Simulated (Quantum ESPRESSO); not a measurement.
Quantum ESPRESSO 7.5, DFT, PBE, plane waves, SSSP 1.1.2 efficiency PBE: diamond-structure Ge, 2 atoms. Basis and mesh were picked for this test and aren't claimed converged.

```yaml
cell: 4.00, 4.00, 4.00 Å; 60, 60, 60°
task: scf
k mesh: 10×10×10
ecutwfc: 45 Ry
ecutrho: 360 Ry
occupations: smearing
smearing: gaussian
degauss: 0.005 Ry
conv_thr: 2e-09 Ry
tprnfor: true
tstress: false
k-point pools (-nk): 1
diagonalization: david (default)
mixing_mode: plain (default)
mixing_beta: 0.7 (default)
mixing_ndim: 8 (default)
k-points computed: 47
bands: 18
electrons: 28
G-vectors of the density: 35149
FFT grid: 48×48×48
symmetry_operations: 48
```

Hardware: AMD EPYC (Zen 5), 96 cores on 1 socket, no SMT, 12 L3 cache groups; 94 cores' worth of CPU time may be used.

Run on 48 ranks, it takes 2.7 s from launch to exit:

```bash
OMP_NUM_THREADS=1 mpirun -np 48 pw.x -nk 1 -in pw.in
```

From its output:

```
     Parallel version (MPI & OpenMP), running on      48 processor cores
     Number of MPI processes:                48
     Threads/MPI process:                     1
     R & G space division:  proc/nbgrp/npool/nimage =      48
     wavefunctions fft division:  task group distribution
     Subspace diagonalization in iterative solution of the eigenvalue problem:
     a serial algorithm will be used
     Using Pencil Decomposition
     number of atoms/cell      =            2
     number of electrons       =        28.00
     number of Kohn-Sham states=           18
     kinetic-energy cutoff     =      45.0000  Ry
     charge density cutoff     =     360.0000  Ry
     scf convergence threshold =      2.0E-09
     mixing beta               =       0.7000
     number of iterations used =            8  plain     mixing
     48 Sym. Ops., with inversion, found (24 have fractional translation)
     number of k points=    47  Gaussian smearing, width (Ry)=  0.0050
     Dense  grid:    35149 G-vectors     FFT dimensions: (  48,  48,  48)
     Smooth grid:    12387 G-vectors     FFT dimensions: (  36,  36,  36)
     Estimated max dynamical RAM per process >       4.56 MB
     Estimated total dynamical RAM >     218.73 MB
...
     init_run     :      0.14s CPU      0.16s WALL (       1 calls)
     electrons    :      1.47s CPU      1.62s WALL (       1 calls)
     forces       :      0.01s CPU      0.01s WALL (       1 calls)

     Called by init_run:
     wfcinit      :      0.05s CPU      0.06s WALL (       1 calls)
     potinit      :      0.03s CPU      0.03s WALL (       1 calls)
     hinit0       :      0.05s CPU      0.05s WALL (       1 calls)

     Called by electrons:
     c_bands      :      1.26s CPU      1.37s WALL (       8 calls)
     sum_band     :      0.20s CPU      0.23s WALL (       8 calls)
     v_of_rho     :      0.01s CPU      0.01s WALL (       8 calls)
     newd         :      0.01s CPU      0.01s WALL (       8 calls)
     mix_rho      :      0.00s CPU      0.00s WALL (       8 calls)

     Called by c_bands:
     init_us_2    :      0.00s CPU      0.01s WALL (     846 calls)
     cegterg      :      1.25s CPU      1.36s WALL (     376 calls)

     Called by *egterg:
     cdiaghg      :      0.21s CPU      0.23s WALL (    1235 calls)
     h_psi        :      0.98s CPU      1.07s WALL (    1329 calls)
     s_psi        :      0.01s CPU      0.01s WALL (    1329 calls)
     g_psi        :      0.00s CPU      0.00s WALL (     906 calls)

     Called by h_psi:
     h_psi:calbec :      0.04s CPU      0.05s WALL (    1329 calls)
     vloc_psi     :      0.93s CPU      1.01s WALL (    1329 calls)
     vloc_psi:tg_ :      0.00s CPU      0.00s WALL (    1329 calls)
     add_vuspsi   :      0.01s CPU      0.01s WALL (    1329 calls)

     General routines
     calbec       :      0.06s CPU      0.07s WALL (    1893 calls)
     fft          :      0.05s CPU      0.05s WALL (     114 calls)
     ffts         :      0.03s CPU      0.03s WALL (      16 calls)
     fftw         :      1.01s CPU      1.11s WALL (   42618 calls)
     interpolate  :      0.03s CPU      0.03s WALL (       8 calls)

     Parallel routines
     fft_scatt_xy :      0.06s CPU      0.07s WALL (   42748 calls)
     fft_scatt_yz :      0.76s CPU      0.83s WALL (   42748 calls)
     fft_scatt_tg :      0.03s CPU      0.03s WALL (   42618 calls)

     PWSCF        :      1.90s CPU      2.08s WALL
```

Each time is the median wall time of two to five repeats, run one at a time on the otherwise empty machine; start-up is included. Unless noted, each process is bound to its own block of adjacent cores. The times hold for this build (conda-forge: Open MPI 5.0, OpenMP, OpenBLAS 0.3.34 (pthreads), FFTW, ScaLAPACK, ELPA). Scratch files lie in a memory file system.

Task: Read the timing block: which change would cut the largest part, on the same cores and with the result kept within 1.0 meV/atom in energy?

Result: The largest part is FFTs of H·ψ (vloc_psi), 37 % of the time from launch to exit. Of the 1.2 s in fft, ffts and fftw, 0.93 s are fft_scatt_*, the packing and exchange of data between ranks. One change that relieves it (others may too): going from -nk 1 to -nk 6, one of the fastest among the values tried that keep the result: 2.7 s to 1.4 s (1.9× as fast). The largest move is in FFTs of H·ψ (vloc_psi): 1.0 s to 0.17 s. These two results differ by: energy equal as printed. Others tried: -nk 8 (1.4 s); -nk 12 (1.5 s); -nk 16 (1.5 s); -nk 4 (1.5 s); -nk left out (the program takes 3) (1.6 s); -nk 24 (1.7 s); -nk 3 (1.7 s); -nk 2 (1.9 s); -nk 48 (2.1 s). Launch, exit and the like take 0.62 s of the 1.4 s.
